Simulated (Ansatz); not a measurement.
**TiO2, pressure series**

The reference is TiO2 in the anatase structure (space group I4_1/amd, No. 141).

```
TiO2
1.0
   -1.88485     1.88485     4.77607
    1.88485    -1.88485     4.77607
    1.88485     1.88485    -4.77607
Ti O
2 4
Direct
  0.75000   0.25000   0.50000
  0.00000   0.00000   0.00000
  0.95752   0.45752   0.50000
  0.79248   0.79248   0.00000
  0.54248   0.04248   0.50000
  0.20752   0.20752   0.00000
```

Cell and atoms are relaxed at each pressure.

Level of theory: PBEsol, PAW, 420 eV (Ansatz, a program for electronic structure; no spin-orbit coupling).

Candidates:
(a) pressure 7.5 GPa
(b) pressure 10 GPa
(c) pressure 1.5 GPa
(d) pressure 5 GPa

Before the change:

| Item | Value |
|---|---|
| Band gap | 2.11 eV |

Order them by band gap, lowest first.

(b) pressure 10 GPa (2.00 eV), (a) pressure 7.5 GPa (2.04 eV), (d) pressure 5 GPa (2.06 eV), (c) pressure 1.5 GPa (2.10 eV)

Load acts through the strain it causes; cell and atoms are relaxed under it. Stability against distortions was not tested. Competing high-pressure phases were not computed. The base started in C2/c and relaxed to I4_1/amd at this level. The final runs are not spin-polarised.
